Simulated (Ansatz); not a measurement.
What uniaxial strain ε_zz = −1.50 % does to RbBr

Take RbBr in the rock salt structure (space group Fm-3m, No. 225; a = 6.8433 Å) as the base. Axes: x, y, z lie along the cube axes.

Modification: uniaxial strain ε_zz = −1.50 %, all other strain components held at zero; the atoms relax in the strained cell.

Method: Ansatz (a program for electronic structure), PBEsol, PAW, cutoff 420 eV, no SOC. k-mesh 8×8×8 (Γ-centred); smearing 0.05 eV (Fermi–Dirac).

```tsv
quantity	base	changed	shift
volume per atom	40.06 Å³	39.46 Å³	-0.60 Å³
space group	Fm-3m (No. 225)	I4/mmm (No. 139)	–
shortest interatomic distance	3.422 Å	3.370 Å	-0.0513 Å
energy relative to the base (free energy F)	0 meV/atom	+1.0 meV/atom	+1.0 meV/atom
pressure (mean of the normal stresses, compression positive)	0.01 GPa	0.24 GPa	+0.23 GPa
band gap	4.22 eV	4.25 eV	+0.021 eV
gap character	direct at Γ	direct at Γ	–
electron mass	0.36 mₑ (at Γ)	0.36 mₑ (at Γ)	–
valence-band top at Γ (three highest levels, from the VBM)	0.00, 0.00, 0.00 eV	0.00, -0.02, -0.02 eV	–
valley order (the lowest conduction-band minima on the path, energy above the VBM, named in the base's zone)	Γ 4.22 eV; X along ⟨100⟩ 5.50 eV	Γ 4.25 eV; X along [001] 5.45 eV; X along [100] 5.47 eV	–
stress (xx, yy, zz, yz, xz, xy; compression positive)	–	(0.07, 0.07, 0.57, 0.00, 0.00, 0.00) GPa	–
```

Masses are band curvatures over ±0.01 Å⁻¹ around the edge. Whether these cells are dynamically stable was not tested. Labels are those of the standard path for the cell's own space group.
